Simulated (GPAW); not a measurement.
## A self-consistent single point of KZnF₃ (Pm-3m, 5 atoms in the cell) with GPAW

Method of the run: PBE, GPAW PAW datasets PBE (gpaw-data 1.0.1) (plane waves; GPAW).

The input file:

```python
from ase import Atoms
from ase.units import GPa
from gpaw import GPAW

atoms = Atoms(['K', 'Zn', 'F', 'F', 'F'],
              cell=[[3.993705, 0.000000, 0.000000],
                    [0.000000, 3.993705, 0.000000],
                    [0.000000, 0.000000, 3.993705]],
              scaled_positions=[[0.000000, 0.000000, 0.000000],
                                [0.500000, 0.500000, 0.500000],
                                [0.500000, 0.000000, 0.500000],
                                [0.000000, 0.500000, 0.500000],
                                [0.500000, 0.500000, 0.000000]],
              pbc=True)

calc = GPAW(mode={'name': 'pw', 'ecut': 900},
            xc='PBE',
            kpts={'size': (4, 4, 4), 'gamma': True},
            occupations={'name': 'fermi-dirac', 'width': 0.01},
            nbands=-8,
            convergence={'density': 1e-05, 'bands': -6},
            symmetry={'symmorphic': False, 'tolerance': 0.0005},
            maxiter=100,
            txt='-')

atoms.calc = calc

energy = atoms.get_potential_energy()
print('Energy (eV):', round(energy, 6))
forces = atoms.get_forces()
print('Forces (eV/Ang):')
print(forces.round(5))
stress = atoms.get_stress()
print('Stress (GPa, Voigt):', (stress / GPa).round(4))
```

Output, abridged:

```
Input parameters:
  convergence: {bands: -6,
                density: 1e-05}
  kpts: {gamma: True,
         size: (4, 4, 4)}
  maxiter: 100
  mode: {ecut: 900,
         name: pw}
  nbands: -8
  occupations: {name: fermi-dirac,
                width: 0.01}
  symmetry: {symmorphic: False,
             tolerance: 0.0005}
  xc: PBE

species:
  K:
    name: Potassium
    Z: 19.0
    valence: 9
    core: 10
    charge: 0.0
    file: K.PBE.gz

    # Using partial waves for K as LCAO basis

  Zn:
    name: Zinc
    Z: 30.0
    valence: 12
    core: 18
    charge: 0.0
    file: Zn.PBE.gz

    # Using partial waves for Zn as LCAO basis

  F:
    name: Fluorine
    Z: 9.0
    valence: 7
    core: 2
    charge: 0.0
    file: F.PBE.gz

    # Using partial waves for F as LCAO basis

Reference energy: -73385.822227  # eV

Spin-paired calculation

Convergence criteria:
 Maximum [total energy] change in last 3 cyles: 0.0005 eV / valence electron
 Maximum integral of absolute [dens]ity change: 1e-05 electrons / valence electron
 Maximum integral of absolute [eigenst]ate change: 4e-08 eV^2 / valence electron
 Maximum number of scf [iter]ations: 100

Symmetries present (total): 48
Symmetries with fractional translations: 0
64 k-points: 4 x 4 x 4 Monkhorst-Pack grid + [1/8,1/8,1/8]
10 k-points in the irreducible part of the Brillouin zone
       k-points in crystal coordinates                weights
   0:     0.00000000    0.00000000    0.00000000          1/64
   1:     0.25000000    0.00000000    0.00000000          6/64
   2:     0.25000000    0.25000000    0.00000000         12/64
   [... 7 lines left out ...]

Wave functions: Plane wave expansion
  Cutoff energy: 900.000 eV
  Number of coefficients (min, max): 3880, 3948
  Pulay-stress correction: 0.000000 eV/Ang^3 (de/decut=0.000000)

Occupation numbers: Fermi-Dirac:
  width: 0.0100  # eV

Eigensolver

Densities:
  Coarse grid: 28*28*28 grid
  Fine grid: 56*56*56 grid
  Total Charge: 0.000000

Density mixing:
  Method: separate
  Backend: pulay
  Linear mixing parameter: 0.05
  old densities: 5
  Damping of long wavelength oscillations: 50

Hamiltonian:
  XC and Coulomb potentials evaluated on a 56*56*56 grid
  External potential:
    NoExternalPotential

XC parameters: PBE with 2 nearest neighbor stencil

Number of atoms: 5
Number of atomic orbitals: 26
Number of bands in calculation: 29
Number of valence electrons: 42
Bands to converge: 23

Density initialized from atomic densities
  26 bands from LCAO basis set
  3 bands from random numbers

Atomic positions and initial magnetic moments

Positions:
   0 K      0.000000    0.000000    0.000000    ( 0.0000,  0.0000,  0.0000)
   1 Zn     1.996852    1.996852    1.996852    ( 0.0000,  0.0000,  0.0000)
   2 F      1.996852    0.000000    1.996852    ( 0.0000,  0.0000,  0.0000)
   3 F      0.000000    1.996852    1.996852    ( 0.0000,  0.0000,  0.0000)
   4 F      1.996852    1.996852    0.000000    ( 0.0000,  0.0000,  0.0000)

Unit cell:
           periodic     x           y           z      points  spacing
  1. axis:    yes    3.993705    0.000000    0.000000    28     0.1426
  2. axis:    yes    0.000000    3.993705    0.000000    28     0.1426
  3. axis:    yes    0.000000    0.000000    3.993705    28     0.1426

  Lengths:   3.993705   3.993705   3.993705
  Angles:   90.000000  90.000000  90.000000

Effective grid spacing dv^(1/3) = 0.1426

     iter     time        total  log10-change:
                         energy   eigst   dens
iter:   1 --:--:--   -21.841531   +0.20
iter:   2 --:--:--   -21.538009   -0.17  -1.21
iter:   3 --:--:--   -20.546792   -0.30  -1.26
iter:   4 --:--:--   -21.262557   -0.06  -1.47
iter:   5 --:--:--   -20.504996   -0.62  -1.53
iter:   6 --:--:--   -20.475878   -1.91  -2.09
iter:   7 --:--:--   -20.474571   -2.42  -2.61
iter:   8 --:--:--   -20.476231c  -2.65  -2.61
iter:   9 --:--:--   -20.475453c  -3.03  -3.19
iter:  10 --:--:--   -20.475980c  -3.06  -3.16
iter:  11 --:--:--   -20.475182c  -3.58  -3.07
iter:  12 --:--:--   -20.475131c  -4.16  -3.75
iter:  13 --:--:--   -20.475122c  -4.89  -3.96
   [... 5 lines left out ...]
iter:  19 --:--:--   -20.475110c  -6.63  -4.62
iter:  20 --:--:--   -20.475111c  -6.96  -4.60
iter:  21 --:--:--   -20.475110c  -6.45  -4.83
iter:  22 --:--:--   -20.475110c  -6.84  -4.55
iter:  23 --:--:--   -20.475110c  -7.19  -4.85
iter:  24 --:--:--   -20.475110c  -7.84c -4.90
iter:  25 --:--:--   -20.475111c  -6.61  -4.95
iter:  26 --:--:--   -20.475110c  -7.14  -5.14c
iter:  27 --:--:--   -20.475110c  -8.22c -5.54c

Converged after 27 iterations.

Dipole moment: (-0.000000, -0.000000, -0.000000) |e|*Ang

Energy contributions relative to reference atoms: (reference = -73385.822227)

Kinetic:        +46.240051
Potential:      -39.133747
External:        +0.000000
XC:             -26.986024
Entropy (-ST):   -0.000000
Local:           -0.595390
SIC:             +0.000000
--------------------------
Free energy:    -20.475110
Extrapolated:   -20.475110

Showing only first 2 kpts
 Kpt  Band  Eigenvalues  Occupancy
  0    19      0.24378    2.00000
  0    20      0.24378    2.00000
  0    21      6.27438    0.00000
  0    22     10.85768    0.00000

  1    19      0.34018    2.00000
  1    20      0.47367    2.00000
  1    21      7.42788    0.00000
  1    22     11.22000    0.00000

Fermi level: 4.06700

Gap: 3.925 eV
Transition (v -> c):
  (s=0, k=9, n=20, [0.50, 0.50, 0.50]) -> (s=0, k=0, n=21, [0.00, 0.00, 0.00])
Direct/indirect transitions are different
Direct gap: 6.031 eV
Transition at: (s=0, k=0, n=20, [0.00, 0.00, 0.00])
Energy (eV): -20.47511

Forces in eV/Ang:
  0 K     0.00000   -0.00000    0.00000
  1 Zn   -0.00000   -0.00000    0.00000
  2 F    -0.00000    0.00000   -0.00000
  3 F     0.00000    0.00000    0.00000
  4 F    -0.00000    0.00000    0.00000

Stress tensor:
    -0.045945     0.000000     0.000000
     0.000000    -0.045945     0.000000
     0.000000     0.000000    -0.045945
Stress (GPa, Voigt): [-7.3612 -7.3612 -7.3612  0.      0.      0.    ]
```

The run converged in 27 iterations. GPAW prints stress with tension positive.

At such cutoffs GPAW's stress carries a finite-basis (Pulay) error, which enters relaxed cells too; its log prints stress with tension positive.

The starting cell has typed, rounded lattice constants, without a prior relaxation at this level. Its lattice was rescaled by a random factor within 2.5 % of one.
